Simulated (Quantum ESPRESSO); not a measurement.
Quantum ESPRESSO run on Pb (Fm-3m, 1 atom in the cell): self-consistent single point.

Method of the run: PBE, PseudoDojo standard norm-conserving (PBE) pseudopotentials (plane waves; Quantum ESPRESSO).

The change in words: lattice scaled by 0.98; ecutwfc: 65 Ry → 32 Ry. Reference geometry:
```xyz
1
Lattice="0.0000 2.4676 2.4676 2.4676 0.0000 2.4676 2.4676 2.4676 0.0000" Properties=species:S:1:pos:R:3 pbc="T T T"
Pb     0.0000     0.0000     0.0000
```

Reference input (self-consistent single point, DFT, PBE, plane waves, PseudoDojo standard norm-conserving (PBE) pseudopotentials): ecutwfc = 65 Ry; occupations = smearing; smearing = gauss; degauss = 0.0073499 Ry; potentials = {Pb: Pb.upf}; K_POINTS = automatic 8 8 8 0 0 0; conv_thr = 1e-10 Ry; mixing_beta = 0.3. This run's input differs from it in these lines:

```diff
@@ -12,3 +12,3 @@
    ntyp = 1
-   ecutwfc = 65
+   ecutwfc = 32
    occupations = 'smearing'
@@ -28,5 +28,5 @@
 CELL_PARAMETERS {angstrom}
-   0.00000000     2.46757500     2.46757500
-   2.46757500     0.00000000     2.46757500
-   2.46757500     2.46757500     0.00000000
+   0.00000000     2.41822400     2.41822400
+   2.41822400     0.00000000     2.41822400
+   2.41822400     2.41822400     0.00000000
```

Log, with long lists cut:

```
     Self-consistent Calculation

     iteration #  1     ecut=    32.00 Ry     beta= 0.30

     Threshold (ethr) on eigenvalues was too large:
     Diagonalizing with lowered threshold

     total energy              =    -139.51909265 Ry
     estimated scf accuracy    <       0.01931458 Ry

     iteration #  2     ecut=    32.00 Ry     beta= 0.30

     total energy              =    -139.51713052 Ry
     estimated scf accuracy    <       0.00576555 Ry

     iteration #  3     ecut=    32.00 Ry     beta= 0.30

     total energy              =    -139.51824008 Ry
     estimated scf accuracy    <       0.00040671 Ry

   [... 4 blocks of this kind left out ...]

     iteration #  8     ecut=    32.00 Ry     beta= 0.30

     total energy              =    -139.51827661 Ry
     estimated scf accuracy    <          1.4E-10 Ry

     iteration #  9     ecut=    32.00 Ry     beta= 0.30
     End of self-consistent calculation

     the Fermi energy is    12.5926 ev

!    total energy              =    -139.51827661 Ry
     estimated scf accuracy    <          9.5E-11 Ry
     smearing contrib. (-TS)   =      -0.00017471 Ry
     internal energy E=F+TS    =    -139.51810190 Ry

     convergence has been achieved in   9 iterations

     Forces acting on atoms (cartesian axes, Ry/au):

     atom    1 type  1   force =     0.00000000    0.00000000    0.00000000

     Total force =     0.000000     Total SCF correction =     0.000000

          total   stress  (Ry/bohr**3)                   (kbar)     P=    -1032.04
  -0.00701564  -0.00000000   0.00000000        -1032.04       -0.00        0.00
  -0.00000000  -0.00701564   0.00000000           -0.00    -1032.04        0.00
   0.00000000  -0.00000000  -0.00701564            0.00       -0.00    -1032.04

   JOB DONE.
```

The run converged in 9 iterations. Against the reference run the free energy goes up by 3.43 eV/atom and the pressure goes from 2.97 to -103.2 GPa.

The starting cell has typed, rounded lattice constants, without a prior relaxation at this level. Its lattice was rescaled by up to half a per cent. For this run, on top of that: lattice scaled by 0.98. At the lowered cutoff the pressure carries the error of an incomplete plane-wave basis.
